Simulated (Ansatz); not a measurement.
Start from Lu in the hcp (Mg type) structure (space group P6_3/mmc, No. 194; a = 3.443 Å, c = 5.367 Å; relaxed with 0.1 eV smearing).

Calculations: PBEsol, PAW, 420 eV (Ansatz, a quantum-chemistry and plane-wave program; no SOC).

For the base:

The pressure is 0.0 GPa and the band gap is zero.

It is then changed as follows: the cell is scaled by 1.0250 in all directions, atoms relaxed at fixed cell.

Problem. What does the calculation give for the energy relative to the base, pressure and band gap after the change?

Solution. The energy rises by 23 meV/atom; the pressure (mean of the normal stresses, compression positive) goes from zero to -3.2 GPa; the band gap stays zero.

The cells carry an imposed strain or load. Whether these cells are dynamically stable was not tested.
